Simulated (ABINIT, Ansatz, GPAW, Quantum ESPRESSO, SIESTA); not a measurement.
## One structure in several programs: GaN (F-43m, 2 atoms in the cell)

Self-consistent single point.

```
CELL_PARAMETERS angstrom
      0.00000     2.26000     2.26000
      2.26000     0.00000     2.26000
      2.26000     2.26000     0.00000
ATOMIC_POSITIONS crystal
  Ga 0.00000 0.00000 0.00000
  N  0.25000 0.25000 0.25000
```

Shared settings, as Ansatz (a program for electronic structure) writes them: kpoints.mp_grid.grid = 4 4 4; scf.occupations.method = fermi_dirac; scf.occupations.width = 0.01 eV. Potentials and cutoffs stand in the table.

| code | model | pressure (GPa) | gap on the mesh (eV) | cutoff |
|---|---|---|---|---|
| ABINIT | PBE, PAW (JTH v2.0 PBE PAW) | 3.75 | 1.637 | 707 eV |
| SIESTA | GGA PBE, numerical atomic orbitals DZP, PseudoDojo PBE standard norm-conserving potentials (rewritten from UPF to PSML) | 5.64 | 1.732 | grid 350 Ry |
| Ansatz | PBE, default PAW files | 2.79 | 1.642 | default |
| GPAW | PBE, GPAW PAW datasets PBE (gpaw-data 1.0.1) | – | 1.759 | 950 eV |
| Quantum ESPRESSO | PBE, PseudoDojo standard norm-conserving (PBE) pseudopotentials | 3.47 | 1.683 | 85 Ry |

A dash marks a value that a program does not give, or that is left out as unsure.

Gaps are read on the mesh.

The spread over the programs that give each value: pressure within 2.85 GPa; gap on the mesh within 0.122 eV.

SIESTA uses small atom-centred bases, whose incompleteness enters pressures, forces and empty levels differently from a plane-wave cutoff. Ansatz's pressure is given at a fixed set of plane waves, as the other plane-wave codes print theirs; with its correction for the finite basis it is 3.31 GPa (the shift of 0.53 GPa shows how far the cutoff is from converged). The pressure of GPAW is left out: its cutoff lies under the one at which its stress was checked. In the pressure, SIESTA (by 2.17) lies more than 1 GPa from the median of the plane-wave programs.

On the base mesh (13 13 13) the same programs gave: Ansatz pressure 2.88 GPa, gap on the mesh 1.662 eV; Quantum ESPRESSO pressure 3.56 GPa, gap on the mesh 1.702 eV; ABINIT pressure 3.84 GPa, gap on the mesh 1.657 eV; GPAW gap on the mesh 1.781 eV; SIESTA pressure 5.80 GPa, gap on the mesh 1.753 eV.

The starting cell has typed, rounded lattice constants, without a prior relaxation at this level.

Left out of this page: CP2K (on another mesh); FLEUR (with a known weakness of the program).

Keys are those of Ansatz 0.2.
